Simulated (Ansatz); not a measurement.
Results of r²SCAN (PAW; Ansatz, a first-principles code) for ZnO2 (Pa-3, No. 205, 12 atoms in the cell; start mp-8484).

Settings: plane-wave cutoff 560 eV, 8×8×8 k mesh, Fermi–Dirac smearing 0.01 eV, scalar-relativistic PAW data made under PBE.

Cell (relaxed with PBEsol):

Space group Pa-3 (No. 205); a = 4.868 Å, b = 4.868 Å, c = 4.868 Å, α = 90.00°, β = 90.00°, γ = 90.00°

```csv
atom,site,symmetry,x,y,z
Zn,4a,.-3.,0.0000,0.0000,0.0000
O,8c,.3.,0.4125,0.4125,0.4125
```

Problem. Give the computed band gap, smallest direct gap on the k points sampled and direct gap at Γ.

Solution. 
band gap: 2.91 eV (indirect)
smallest direct gap on the k points sampled: 3.07 eV
direct gap at Γ: 3.71 eV

Note: cell and atoms aren't relaxed at this level (largest force component 0.06 eV/Å, pressure 0.6 GPa).

Static lattice: no zero-point or thermal effects.

Cost on a shared machine: around 80 core-seconds (rough).

A start named mp-… is a Materials Project structure, which need not be a measured phase.
